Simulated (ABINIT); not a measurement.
A self-consistent single point of C3N4 (R3m, 7 atoms in the cell) with ABINIT

Computed with LDA (PW92), PAW (JTH v2.0 LDA PAW) (plane waves; ABINIT 10.0.3).

This input was run:

```
# C3N4, JTH v2.0 LDA PAW
pp_dirpath "./"
pseudos "C.LDA_PW-JTH.xml, N.LDA_PW-JTH.xml"
acell 4.5685190064 4.5685190064 4.5685190064 Angstrom
rprim
         0.5300709176    0.3060365870    0.7908011316
        -0.5300709176    0.3060365870    0.7908011316
         0.0000000000   -0.6120731740    0.7908011316
natom 7
ntypat 2
znucl 6 7
typat 1 1 1 2 2 2 2
xred
         0.4900650000    0.4900650000    0.0193300000
         0.0193300000    0.4900650000    0.4900650000
         0.4900650000    0.0193300000    0.4900650000
         0.6597000000    0.1701200000    0.1701200000
         0.1701200000    0.6597000000    0.1701200000
         0.1701200000    0.1701200000    0.6597000000
         0.6656030000    0.6656030000    0.6656030000
ecut 707 eV
pawecutdg 1415 eV
pawovlp -1
ixc 7
occopt 3
tsmear 0.00036749
nband 22
kptopt 1
ngkpt 6 6 6
nshiftk 1
shiftk 0 0 0
nstep 80
tolvrs 1.0e-12
prtwf 0
prtden 0
enunit 2
```

Output, abridged:

```
 Symmetries : space group R3 m (#160); Bravais hR (rhombohedral)

 -outvars: echo values of preprocessed input variables --------
            acell      8.6332497550E+00  8.6332497550E+00  8.6332497550E+00 Bohr
             ecut      2.59817731E+01 Hartree
           enunit           2
              ixc           7
         kptrlatt        6    0    0      0    6    0      0    0    6
          kptrlen      5.17994985E+01
            natom           7
            nband          22
            ngfft          40      40      40
          ngfftdg          60      60      60
             nkpt          32
            nstep          80
             nsym           6
           ntypat           2
           occopt           3
        pawecutdg      5.20002954E+01 Hartree
          pawovlp     -1.0000000000E+00
            rprim      5.3007091760E-01  3.0603658700E-01  7.9080113160E-01
                      -5.3007091760E-01  3.0603658700E-01  7.9080113160E-01
                       0.0000000000E+00 -6.1207317400E-01  7.9080113160E-01
          spgroup         160
           tolvrs      1.00000000E-12
           tsmear      3.67490000E-04 Hartree
            typat      1  1  1  2  2  2  2
           useylm           1
             xred      4.9006500000E-01  4.9006500000E-01  1.9330000000E-02
                       1.9330000000E-02  4.9006500000E-01  4.9006500000E-01
                       4.9006500000E-01  1.9330000000E-02  4.9006500000E-01
                       6.5970000000E-01  1.7012000000E-01  1.7012000000E-01
                       1.7012000000E-01  6.5970000000E-01  1.7012000000E-01
                       1.7012000000E-01  1.7012000000E-01  6.5970000000E-01
                       6.6560300000E-01  6.6560300000E-01  6.6560300000E-01
            znucl        6.00000    7.00000

== DATASET  1 ==================================================================

 Exchange-correlation functional for the present dataset will be:
  LDA: Perdew-Wang 92 LSD fit to Ceperley-Alder data - ixc=7
 Citation for XC functional:
  J.P.Perdew and Y.Wang, PRB 45, 13244 (1992)

 Real(R)+Recip(G) space primitive vectors, cartesian coordinates (Bohr,Bohr^-1):
 R(1)=  4.5762346  2.6420903  6.8271837  G(1)=  0.1092601  0.0630814  0.0488244
 R(2)= -4.5762346  2.6420903  6.8271837  G(2)= -0.1092601  0.0630814  0.0488244
 R(3)=  0.0000000 -5.2841806  6.8271837  G(3)=  0.0000000 -0.1261627  0.0488244
 Unit cell volume ucvol=  4.9527770E+02 bohr^3
 Angles (23,13,12)=  6.40204931E+01  6.40204931E+01  6.40204931E+01 degrees

 Coarse grid specifications (used for wave-functions):

 getcut: wavevector=  0.0000  0.0000  0.0000  ngfft=  40  40  40
         ecut(hartree)=     25.982   => boxcut(ratio)=   2.01951

 Fine grid specifications (used for densities):

 getcut: wavevector=  0.0000  0.0000  0.0000  ngfft=  60  60  60
         ecut(hartree)=     52.000   => boxcut(ratio)=   2.14101

   8.11543024E+02                                ecore*ucvol(ha*bohr**3)

_setup2: Arith. and geom. avg. npw (full set) are    3133.181    3133.161

--- !BeginCycle
solver: {iscf: 17, nstep: 80, nline: 4, wfoptalg: 10, }
tolerances: {tolvrs: 1.00E-12, }
...

     iter   Etot(hartree)      deltaE(h)  residm     nres2
 ETOT  1  -57.420870233084    -5.742E+01 8.088E-02 9.049E+01
 ETOT  2  -57.383589377240     3.728E-02 1.461E-02 2.890E+01
 ETOT  3  -57.354912343251     2.868E-02 1.178E-02 1.841E+00
 ETOT  4  -57.351147885330     3.764E-03 2.118E-03 1.327E-01
 ETOT  5  -57.351151368848    -3.484E-06 7.393E-04 5.097E-02
 ETOT  6  -57.351100145582     5.122E-05 5.117E-04 1.033E-02
   [... 6 lines left out ...]
 ETOT 13  -57.351097975687    -1.221E-11 1.383E-04 7.257E-10
 ETOT 14  -57.351097975690    -2.643E-12 6.061E-05 1.797E-10
 ETOT 15  -57.351097975691    -1.421E-12 3.536E-05 2.611E-11
 ETOT 16  -57.351097975689     2.373E-12 1.539E-05 2.758E-12
 ETOT 17  -57.351097975692    -2.679E-12 8.934E-06 1.918E-13

 At SCF step   17       nres2   =  1.92E-13 < tolvrs=  1.00E-12 =>converged.

 Cartesian components of stress tensor (hartree/bohr^3)
  sigma(1 1)=  8.04007044E-04  sigma(3 2)=  0.00000000E+00
  sigma(2 2)=  8.04007043E-04  sigma(3 1)=  0.00000000E+00
  sigma(3 3)=  6.30342100E-05  sigma(2 1)=  0.00000000E+00

 ----iterations are completed or convergence reached----

 reduced coordinates (array xred) for    7 atoms
       0.490065000000      0.490065000000      0.019330000000
       0.019330000000      0.490065000000      0.490065000000
       0.490065000000      0.019330000000      0.490065000000
       0.659700000000      0.170120000000      0.170120000000
       0.170120000000      0.659700000000      0.170120000000
       0.170120000000      0.170120000000      0.659700000000
       0.665603000000      0.665603000000      0.665603000000
 cartesian forces (eV/Angstrom) at end:
    1     -0.00000000000000    -0.47230523027683     0.00039904130462
    2      0.40902832780550     0.23615261513841     0.00039904130462
    3     -0.40902832780550     0.23615261513841     0.00039904130462
    4     -1.09393999327246    -0.63158654952288    -0.01351458431872
    5      1.09393999327246    -0.63158654952288    -0.01351458431872
    6     -0.00000000000000     1.26317309904577    -0.01351458431872
    7     -0.00000000000000    -0.00000000000000     0.03934662904230
 frms,max,avg= 5.0981472E-01 1.2631731E+00   0.000E+00  0.000E+00 -2.293E-03 e/A
 length scales=  8.633249754979  8.633249754979  8.633249754979 bohr
              =  4.568519006400  4.568519006400  4.568519006400 angstroms
 Fermi (or HOMO) energy (hartree) =   0.13528   Average Vxc (hartree)=  -0.36478
 Eigenvalues (hartree) for nkpt=  32  k points:
 kpt#   1, nband= 22, wtk=  0.00463, kpt=  0.0000  0.0000  0.0000 (reduced coord)
  -0.69765   -0.54253   -0.53423   -0.53423   -0.40501   -0.40501   -0.21257   -0.16953
  -0.13303   -0.13303   -0.13191   -0.02635   -0.02635    0.01072    0.11036    0.11036
   0.15906    0.15906    0.24412    0.32318    0.34395    0.34405
      occupation numbers for kpt#   1
   2.00000    2.00000    2.00000    2.00000    2.00000    2.00000    2.00000    2.00000
   2.00000    2.00000    2.00000    2.00000    2.00000    2.00000    2.00000    2.00000
   0.00000    0.00000    0.00000    0.00000    0.00000    0.00000
 prteigrs : prtvol=0 or 1, do not print more k-points.

 Fermi (or HOMO) energy (eV) =   3.68122   Average Vxc (eV)=  -9.92620
 Eigenvalues (   eV  ) for nkpt=  32  k points:
 kpt#   1, nband= 22, wtk=  0.00463, kpt=  0.0000  0.0000  0.0000 (reduced coord)
 -18.98410  -14.76291  -14.53721  -14.53721  -11.02091  -11.02091   -5.78443   -4.61321
  -3.61980   -3.61980   -3.58935   -0.71711   -0.71711    0.29159    3.00305    3.00305
   4.32838    4.32838    6.64287    8.79407    9.35948    9.36198
 prteigrs : prtvol=0 or 1, do not print more k-points.

--- !EnergyTerms
comment             : Components of total free energy in Hartree
kinetic             :  3.36944750640530E+01
hartree             :  2.19894291252024E+01
xc                  : -1.68598280004909E+01
Ewald energy        : -3.35898986528235E+01
psp_core            :  1.63856160600380E+00
local_psp           : -7.11655579331623E+01
spherical_terms     :  6.94172073943498E+00
internal            : -5.73510980517824E+01
'-kT*entropy'       :  5.01752726589772E-16
total_energy        : -5.73510980517824E+01
total_energy_eV     : -1.56060274387955E+03
...

-Cartesian components of stress tensor (GPa)         [Pressure= -1.6388E+01 GPa]
- sigma(1 1)=  2.36546999E+01  sigma(3 2)=  0.00000000E+00
- sigma(2 2)=  2.36546999E+01  sigma(3 1)=  0.00000000E+00
- sigma(3 3)=  1.85453017E+00  sigma(2 1)=  0.00000000E+00

 Calculation completed.
```

The run converged in 17 iterations.

The starting cell comes from a database of computed structures (which also holds hypothetical and non-ambient phases and stackings), without a prior relaxation at this level. Its lattice was rescaled by a random factor within 2.5 % of one. With a pressure of about -16 GPa the cell is away from its equilibrium volume at this level. Forces in this geometry exceed 1 eV/Å.

These are the values that this program gave, and no reference: the one-centre exchange-correlation terms come from a truncated expansion.

Cost on one core of a shared machine: roughly 70 s.
